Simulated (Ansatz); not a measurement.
Troubleshooting Ansatz (a quantum-chemistry and plane-wave program): a failed run on MgPd2 (Pnma, 12 atoms in the cell). The aim is a self-consistent single point with DFT, PBEsol, plane waves, default PAW files made with PBE.

Cell that was meant: a = 5.4863 Å, b = 4.1359 Å, c = 8.0978 Å, α = 90.00°, β = 90.00°, γ = 90.00°.

Part of the input:

```yaml
# MgPd2
crystal:
  cell:
    - [5.486330, 0.000000, 0.000000]
    - [0.000000, 4.135860, 0.000000]
    - [0.000000, 0.000000, 8.097780]
```

Output, abridged:

```
Error: YAML parse error: error: line 3 column 3: unknown field `cell`, expected one of checkpoint, saddle_side, structure_sha256, lattice, periodic, space_group, setting, atoms, reduce_to_primitive, conventional_axes, supercell, defects, symmetry, host
 --> <input>:3:3
  |
1 | # MgPd2
2 | crystal:
3 |   cell:
  |   ^ unknown field `cell`, expected one of checkpoint, saddle_side, structure_sha256, lattice, periodic, space_group, setting, atoms, reduce_to_primitive, [...]
4 |     - [5.486330, 0.000000, 0.000000]
5 |     - [0.000000, 4.135860, 0.000000]
  |
```

Question: Read the log: what does the program object to, and what is the fix?

Answer: The program does not know the word cell. To fix it, write lattice. The program stopped before any SCF iteration.

An input that runs soundly differs in these lines (not the only fix; some lines may just follow from the change or write a value another way):
```diff
-  cell:
+  lattice:
```

With that input, the run converged in 7 iterations: free energy E − TS (on the zero of these files) -62908.2733 eV; Fermi level (on the code's own zero) 15.32 eV; pressure -2.19 GPa; largest force (vector length) 0.107 eV/Å (DFT, PBEsol, plane waves, default PAW files made with PBE).

On the sound input: the starting cell comes from a database of computed structures (which also holds hypothetical and non-ambient phases and stackings), without a prior relaxation at this level. Spin polarisation is off. Ansatz's pressure includes its estimate of the finite-basis (Pulay) stress.
